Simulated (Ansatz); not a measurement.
**How far PBE and PBEsol part for hypothetical Fddd MoSi2, isotropic strain +1.02 %**

Take MoSi2 (space group Fddd, No. 70; a = 4.6074 Å, b = 8.0567 Å, c = 8.7621 Å; a hypothetical phase, not in the database extracts checked) as the base.

(Cell as relaxed with PBE.)

Levels (all Ansatz, an electronic-structure program, PAW): PBE (420 eV, spin-orbit coupling left out); PBEsol (420 eV, no spin-orbit coupling).

Each level relaxes its own structure.

| base | PBE | PBEsol |
|---|---|---|
| volume per atom | 13.55 Å³ | 13.23 Å³ |
| band gap | zero | zero |

One thing is altered: an isotropic linear strain of +1.02 %; the atoms relax in the strained cell.

```json
[
 {"quantity": "pressure (mean of the normal stresses, compression positive)", "PBE": "-5.8 GPa", "PBEsol": "___"},
 {"quantity": "energy relative to the base (free energy F)", "PBE": "+7.8 meV/atom", "PBEsol": "___"},
 {"quantity": "band gap", "PBE": "zero", "PBEsol": "___"}
]
```

Problem. Predict the PBEsol column.

Solution. 
- pressure (mean of the normal stresses, compression positive), PBEsol: -6.3 GPa
- energy relative to the base (free energy F), PBEsol: +8.2 meV/atom
- band gap, PBEsol: zero

PBE's pressure lies 0.44 GPa above PBEsol's; PBE's energy relative to the base lies 0.4 meV/atom below PBEsol's; the two agree on the band gap. Neither level is exact; PBEsol is the comparison here, not a measurement.

No phonon test of stability was made. The final runs are not spin-polarised.
